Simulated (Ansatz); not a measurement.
CsCl-type RuAl was calculated with r²SCAN-D4 in Ansatz (PAW).

Numerical settings: plane-wave cutoff 560 eV, 18×18×18 k mesh, Fermi–Dirac smearing 0.05 eV, no spin polarisation, scalar-relativistic PAW data made under PBE.

Pressure at four volumes; x = ln(V/13.161 Å³). One pressure is withheld.

```json
[
 {"V (Å³/atom)": "12.371", "x": "-0.0619", "P (GPa)": "15.97"},
 {"V (Å³/atom)": "13.161", "x": "0.0000", "P (GPa)": "0.01"},
 {"V (Å³/atom)": "13.687", "x": "0.0392", "P (GPa)": "-8.11"},
 {"V (Å³/atom)": "13.951", "x": "0.0583", "P (GPa)": "?"}
]
```

Q: Pass a parabola P(x) through the three rows shown, estimate the bulk modulus and its pressure derivative near zero pressure, and predict the withheld pressure.

A: Slopes between the rows: (0.01 − (15.97))/(0.0000 − (-0.0619)) = -257.84 and (-8.11 − (0.01))/(0.0392 − (0.0000)) = -207.14 GPa. Their difference over the span 0.1011 is c = 50.70/0.1011 = 501.5 GPa, so P(x) = 15.97 + (-257.84)(x − (-0.0619)) + 501.5 (x − (-0.0619))(x − (0.0000)). At the middle row B = −dP/dx = −[-257.84 + 501.5 × 0.0619] = 226.8 GPa, and B′ = dB/dP = 2c/B = 4.4. At x = 0.0583 the parabola gives -11.51 GPa; the run gives -11.56 GPa. The Birch–Murnaghan fit to the energies at all volumes has B0 = 225 GPa and B′ = 4.4.

Ansatz is a first-principles code.
